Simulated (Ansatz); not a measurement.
The starting structures come from a database of crystals and need not be the phases stable at ambient conditions.

 Where the default PAW files enter, the runs use the earlier of Ansatz's two default sets.

Tunnelling through a barrier is set by its complex band structure: the current falls as exp(−2κd) with the smallest κ.

Given:

```
Nb2O5
1.0
    3.93600     0.00000     0.00000
    1.96800     6.63382     0.00000
    0.00000     0.06002     4.01819
Nb O
2 5
Direct
  0.85348   0.29304   0.93194
  0.14652   0.70696   0.06806
  0.85096   0.29808   0.48437
  0.14904   0.70192   0.51563
  0.00000   0.00000   0.00000
  0.68510   0.62980   0.00543
  0.31490   0.37020   0.99457
```

Space group of this cell: C2/m. The cell is strained (lengths across the current scaled by 1.02, ions clamped); by r2SCAN its mean pressure is -12.3 GPa.

Transport runs along the normal of the first two printed cell vectors.

The gap is the functional's own, uncorrected, and κ follows it; spin-orbit coupling is left out. Mid-gap values are interpolated between the computed energies.

Question: State the band gap and the smallest decay constant κ at mid-gap according to r2SCAN in Ansatz (a quantum-chemistry and plane-wave program).

Answer: Gap 2.51 eV on a 8×8×8 mesh; κ = 0.279 1/Å, at the zone centre.
